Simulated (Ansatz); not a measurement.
## A short convergence ladder for CaZrN₂ (R-3m, 4 atoms in the cell)

```
CaZrN2
1.0
    1.64881     0.95194     5.57866
   -1.64881     0.95194     5.57866
    0.00000    -1.90388     5.57866
Ca Zr N
1 1 2
Direct
  0.00000   0.00000   0.00000
  0.50000   0.50000   0.50000
  0.23812   0.23812   0.23812
  0.76188   0.76188   0.76188
```

Base method: LDA (PW92), default PAW files made with PBE (plane waves; Ansatz, a quantum-chemistry and plane-wave program).

Base settings: basis.ecutwfc = 420 eV; kpoints.mp_grid.grid = 9 9 9; hamiltonian.xc = lda; hamiltonian.pseudopotentials = {kind: paw} (the program's default PAW files); scf.occupations.method = fermi_dirac; scf.occupations.width = 0.02 eV.

Core times come from one kind of shared machine, to one figure; runs under 30 s give none.

**Zone-centre phonons against the cutoff**

In this ladder: scf.occupations.method = fixed; scf.occupations.width = default; phonons.method = dfpt; phonons.dielectric = true; phonons.rigid_motions = translations.

The mesh stays at the base's, so the ladder's end is converged at best in this setting alone.

Frequencies are those of the unrelaxed cell, without the LO-TO term of polar crystals.

Only quantities that move along the ladder and can be compared are tabulated.

ε∞ and Born charges come from denser meshes that the program picks itself.

| basis.ecutwfc | highest zone-centre frequency (cm⁻¹) | lowest optical frequency (cm⁻¹) | largest Born charge (mean of the diagonal) (e) | mean ε∞ | core time / last (rough) |
|---|---|---|---|---|---|
| 210 eV | 605.9 | 78.7 | 5.752 | 10.904 | 0.7 |
| 295 eV | 595.8 | 114.2 | 5.619 | 10.728 | 1 |
| 355 eV | 596.4 | 138.0 | 5.633 | 10.706 | 0.9 |
| 420 eV | 594.2 | 132.6 | 5.632 | 10.705 | 1 |

Coarsest basis.ecutwfc that holds the lowest optical frequency within 10 cm⁻¹: not settled: the last two steps still differ by 5.4 cm⁻¹, over half the tolerance, so the ladder does not show it.

Coarsest basis.ecutwfc that holds the highest zone-centre frequency within 10 cm⁻¹ of the last step, with all finer ones: 295 eV; the step before is off by 12 cm⁻¹.

Coarsest basis.ecutwfc that holds the mean ε∞ within 0.05 of the last step, with all finer ones: 295 eV; the step before is off by 0.20.

On the base run: the starting cell comes from a database of computed structures (which also holds hypothetical and non-ambient phases and stackings), without a prior relaxation at this level. Its lattice was rescaled by up to half a per cent. In the base run, with a pressure of about -6 GPa the cell is away from its equilibrium volume at this level.

Keys are those of Ansatz 0.2.
